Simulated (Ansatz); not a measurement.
# SnTe (F-43m, No. 216, 2 atoms in the cell; start mp-16364)

Computed with LDA (Ansatz, an electronic-structure program, plane waves, PAW).

Run with plane-wave cutoff 500 eV, 10×10×10 k mesh, Fermi–Dirac smearing 0.05 eV, scalar-relativistic PAW data made under PBE.

Cell (relaxed at this level):

Space group F-43m (No. 216); a = 6.9993 Å, b = 6.9993 Å, c = 6.9993 Å, α = 90.00°, β = 90.00°, γ = 90.00°

```json
[
 {"atom": "Sn", "site": "4a", "symmetry": "-43m", "x": "0.0000", "y": "0.0000", "z": "0.0000"},
 {"atom": "Te", "site": "4c", "symmetry": "-43m", "x": "0.2500", "y": "0.2500", "z": "0.2500"}
]
```
(The calculation used a cell of 2 atoms; values per cell refer to that cell.)

For SnTe (F-43m, No. 216, 2 atoms in the cell; start mp-16364), the band gap is zero (no gap).

Note: the relaxation could not lower the start's symmetry, so the cell can be a saddle point above a distorted one.

Spin–orbit coupling is not included.

Static lattice: no zero-point or thermal effects.

Cost on a shared machine: around 40 core-seconds (rough).

A start named mp-… is a Materials Project structure, which need not be a measured phase.
